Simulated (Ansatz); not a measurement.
The starting structures come from a database of crystals and need not be the phases stable at ambient conditions.

Inside the gap of an insulator the Bloch states are evanescent, with a wavenumber k + iκ along the transport direction.

Consider the following.

```
CELL_PARAMETERS angstrom
      4.08475     0.00000     0.00000
     -2.04237     3.53750     0.00000
      0.00000     0.00000     6.83999
ATOMIC_POSITIONS crystal
  In 0.66667 0.33333 0.50020
  In 0.33333 0.66667 0.00020
  P  0.66667 0.33333 0.87480
  P  0.33333 0.66667 0.37480
```

Space group of this cell: P6_3mc, wurtzite. The cell is strained (lengths across the current scaled by 0.98, ions clamped); by r2SCAN its mean pressure is 3.2 GPa.

Transport runs along the normal of the first two printed cell vectors, the (001) (indices of the unstrained crystal) plane of the conventional cell.

The gap is the functional's own, uncorrected, and κ follows it; spin-orbit coupling is left out. Mid-gap values are interpolated between the computed energies.

Q: Predict the band gap and the smallest decay constant κ at mid-gap from r2SCAN run with Ansatz (an electronic-structure program).

A: Gap 1.29 eV on a 12×12×6 mesh; κ = 0.082 1/Å, at the zone centre.
